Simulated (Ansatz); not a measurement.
Levels about the gap of amorphous Si20P2O45 (67 atoms in a cell of 964 Å³, 2.31 g/cm³; zone centre alone, so wide bands show as single levels with stretches between that a denser mesh fills), at the geometry that PBE relaxed, where it gives 0.0 GPa on a denser mesh. The participation number counts the atoms over which a state spreads; weights are charges in smoothed Voronoi cells. The levels come from a single point, so bond lengths are those of that geometry. Method of the levels: PBE (Ansatz, a program for electronic structure). Sampling: the zone centre alone; Fermi-Dirac width 0.02 eV; no spin polarisation. At PBE the levels at the filled edge of the gap are localised (band-tail or defect states), and the nearest spread-out levels lie 4.9 eV apart at the zone centre.

Preparation: random packing, a CHGNet melt and quench, and a DFT relaxation. O atoms were pushed apart under 1.9 Å during the dynamics, to hinder bonds among them. It is a model cell: composition and starting density were chosen by hand, and all elements were melted together. No dispersion term was used. Its density started from a set value of 2.26 and ended at 2.31 g/cm³. Cooling (nominally 1100 K/ps over its main leg) ran many orders faster than in experiment, which tends to leave more defects and strain. Values belong to this one cell and scatter from quench to quench. The volume was free in the relaxation, at fixed shape. Stress components on the final sampling reach 1.3 GPa.

```csv
"E - E(highest filled), eV",filling,participation number,largest on,weight O,weight Si,weight P
-2.07,filled,15.5,"O, 2 neighbours",0.96,0.04,0.00
-1.99,filled,10.9,"O, 2 neighbours",0.95,0.04,0.01
-1.93,filled,11.3,"O, 2 neighbours",0.95,0.04,0.00
-1.83,filled,3.8,"O, 2 neighbours",0.96,0.04,0.00
-1.42,filled,2.1,"O, 1 neighbours",0.89,0.11,0.00
-0.07,filled,1.5,"O, 1 neighbours",0.92,0.08,0.00
0.00,filled,1.4,"O, 1 neighbours",0.92,0.08,0.00
2.86,empty,47.5,"Si, 4 neighbours",0.66,0.31,0.03
4.12,empty,16.1,"Si, 4 neighbours",0.53,0.44,0.03
4.56,empty,30.9,"Si, 4 neighbours",0.61,0.30,0.08
4.66,empty,30.4,"Si, 4 neighbours",0.61,0.34,0.05
4.82,empty,39.8,"Si, 5 neighbours",0.63,0.33,0.05
5.09,empty,41.7,"Si, 4 neighbours",0.59,0.33,0.08
5.18,empty,31.3,"P, 4 neighbours",0.62,0.27,0.11
```

Most localised among these is the filled level at +0.00 eV, on a O atom, which has 1 neighbours (Si 1.53 Å).
